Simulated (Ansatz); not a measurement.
**A computed series for GaN: response to strain**

Consider GaN in the wurtzite structure (space group P6_3mc, No. 186).

```yaml
crystal:
  lattice:
    - [3.21837, 0.00000, 0.00000]
    - [-1.60918, 2.78719, 0.00000]
    - [0.00000, 0.00000, 5.24320]
  atoms:
    - { symbol: Ga, position: [0.33333, 0.66667, 0.00014] }
    - { symbol: Ga, position: [0.66667, 0.33333, 0.50014] }
    - { symbol: N, position: [0.33333, 0.66667, 0.37686] }
    - { symbol: N, position: [0.66667, 0.33333, 0.87686] }
```

Cartesian axes are those of the cell as printed.

Strains are applied to the cell and any free atomic positions relax; under biaxial strain the out-of-plane vector relaxes too.

The values are results of PBE (Ansatz, a first-principles code; PAW; 420 eV plane waves; no spin-orbit coupling), not measurements.

Notes on the quantities. in-plane stress: mean in-plane stress (compression positive).

```tsv
change	in-plane stress	band gap	ratio −ε⊥/ε∥
base	–	1.71 eV	–
biaxial strain +1.20 %, plane normal [001], relaxed out of plane	-4.6 GPa	1.58 eV	0.45
biaxial strain +1.80 %, plane normal [001], relaxed out of plane	-6.7 GPa	1.50 eV	0.44
biaxial strain +2.40 %, plane normal [001], relaxed out of plane	-8.7 GPa	1.42 eV	0.44
biaxial strain +3.00 %, plane normal [001], relaxed out of plane	___	___	0.44
```

Question: Fill in the withheld entries from the trend.

Answer: 
- biaxial strain +3.00 %, plane normal [001], relaxed out of plane, in-plane stress: -10.6 GPa
- biaxial strain +3.00 %, plane normal [001], relaxed out of plane, band gap: 1.34 eV

No phonon test of stability was made.
